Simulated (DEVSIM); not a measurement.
Device: abrupt Si p-n junction, at 300 K.

```
layer (left to right)  material  thickness (μm)  Nd (cm⁻³)  Na (cm⁻³)  τn (s)  τp (s)
---------------------  --------  --------------  ---------  ---------  ------  ------
1                            Si            23.0          -     1.9e15  5.9e-5  5.9e-5
2                            Si           0.820     4.6e15          -  5.9e-5  5.9e-5
```

Left contact: ohmic. Right contact: ohmic. Voltage is applied to the left contact. Recombination: SRH at mid-gap. Mobility is constant in doping.

The device is made up for the run: typed textbook-type constants, with dimensions and the other settings drawn at random. Values at 300 K; Nc and Nv go as T^1.5, mobilities as T to minus their exponent, the gap by Varshni's rule with the affinity fixed.

| parameter | Si |
|---|---|
| gap (eV) | 1.124 |
| affinity (eV) | 4.05 |
| permittivity | 11.7 |
| Nc (cm⁻³) | 2.86e19 |
| Nv (cm⁻³) | 3.1e19 |
| μn (cm²/Vs) | 1417 |
| μp (cm²/Vs) | 470 |
| T exponent of μn | 2.3 |
| T exponent of μp | 2.2 |
| Varshni α (eV/K) | 0.000473 |
| Varshni β (K) | 636 |

Simulated with DEVSIM: 1D drift-diffusion, Boltzmann statistics, complete ionisation; no tunnelling, impact ionisation, image-force lowering or self-heating.

The temperature was swept, all else fixed.

```json
[
 {"temperature (K)": "250", "dark forward voltage at 100 A/cm² (V)": "0.994", "dark forward voltage at 1 A/cm² (V)": "0.667", "potential step across the device at zero bias (V)": "0.751", "largest field in the device at zero bias (V/cm)": "17000"},
 {"temperature (K)": "300", "dark forward voltage at 100 A/cm² (V)": "0.986", "dark forward voltage at 1 A/cm² (V)": "0.553", "potential step across the device at zero bias (V)": "0.647", "largest field in the device at zero bias (V/cm)": "16000"},
 {"temperature (K)": "350", "dark forward voltage at 100 A/cm² (V)": "0.987", "dark forward voltage at 1 A/cm² (V)": "0.439", "potential step across the device at zero bias (V)": "0.541", "largest field in the device at zero bias (V/cm)": "14000"},
 {"temperature (K)": "400", "dark forward voltage at 100 A/cm² (V)": "0.995", "dark forward voltage at 1 A/cm² (V)": "0.324", "potential step across the device at zero bias (V)": "0.431", "largest field in the device at zero bias (V/cm)": "12000"},
 {"temperature (K)": "450", "dark forward voltage at 100 A/cm² (V)": "1.013", "dark forward voltage at 1 A/cm² (V)": "0.206", "potential step across the device at zero bias (V)": "0.319", "largest field in the device at zero bias (V/cm)": "10000"},
 {"temperature (K)": "500", "dark forward voltage at 100 A/cm² (V)": "1.036", "dark forward voltage at 1 A/cm² (V)": "0.097", "potential step across the device at zero bias (V)": "0.206", "largest field in the device at zero bias (V/cm)": "7800"}
]
```

From the first row to the last the dark forward voltage at 100 A/cm² goes from 0.994 to 1.036. From the first row to the last the dark forward voltage at 1 A/cm² goes from 0.667 to 0.097.
